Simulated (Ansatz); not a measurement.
The reference is ZrC in the rock salt structure (space group Fm-3m, No. 225; relaxed with 0.1 eV smearing).

```
ZrC
1.0
    0.00000     2.33454     2.33454
    2.33454     0.00000     2.33454
    2.33454     2.33454     0.00000
Zr C
1 1
Direct
  0.00000   0.00000   0.00000
  0.50000   0.50000   0.50000
```

Cartesian axes are those of the cell as printed.

Calculations: DFT with PBEsol, PAW potentials and a 420 eV plane-wave cutoff in Ansatz (a quantum-chemistry and plane-wave program), scalar-relativistic without spin-orbit coupling.

Base values:

| Item | Result |
|---|---|
| Shortest interatomic distance | 2.335 Å |

Perturbation: biaxial strain +0.42 %, plane normal [111], relaxed out of plane (Cartesian); in-plane vectors clamped, the third vector and the atoms free.

What does the calculation give for the energy relative to the base, in-plane stress and shortest interatomic distance after the change?

The energy goes up by 0.7 meV/atom; the mean in-plane stress (compression positive) comes out as -2.1 GPa; the shortest interatomic distance increases by 0.0046 Å (2.335 Å → 2.339 Å).

Stability against distortions was not tested. The final runs are not spin-polarised.
